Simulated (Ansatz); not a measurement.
AlN (P6_3mc) under biaxial stress in the c plane (compression positive): band gap by r2SCAN with spin-orbit coupling, rigid bands (plane waves, PAW; Ansatz, a program for electronic structure). The unloaded cell, whose axes the loads refer to:

```yaml
crystal:
  lattice:
    - [3.11376, 0.00000, 0.00000]
    - [-1.55688, 2.69660, 0.00000]
    - [0.00000, 0.00000, 4.98368]
  atoms:
    - { symbol: Al, position: [0.33333, 0.66667, 0.99651] }
    - { symbol: Al, position: [0.66667, 0.33333, 0.49651] }
    - { symbol: N, position: [0.33333, 0.66667, 0.37849] }
    - { symbol: N, position: [0.66667, 0.33333, 0.87849] }
```

```csv
biaxial stress in the c plane (compression positive) (GPa),volume per atom (Å³),band gap (eV)
-18,11.10,3.780
-13.5,10.94,?
-9,10.77,4.353
-4.5,10.61,4.597
0,10.46,4.820
4.5,10.32,5.027
9,10.18,5.173
13.5,10.06,5.211
```

**Question.** Fit a straight line to band gap against the load over the rows given, and predict the row at -13.5 GPa.

**Answer.** The means are x̄ = -0.643 GPa and ȳ = 4.7087; Σ(x − x̄)(y − ȳ) = 32.81 and Σ(x − x̄)² = 705.9, so the slope is 46.5 meV per GPa, and the rows given lie within 160 meV of the line. At -13.5 GPa the line gives 4.111 eV; the calculation gives 4.086 eV, 0.61 % from it.

 Stresses and pressures are the targets of the relaxation. The structure type is held at every load. Geometry: cell and atoms relaxed with PBEsol.
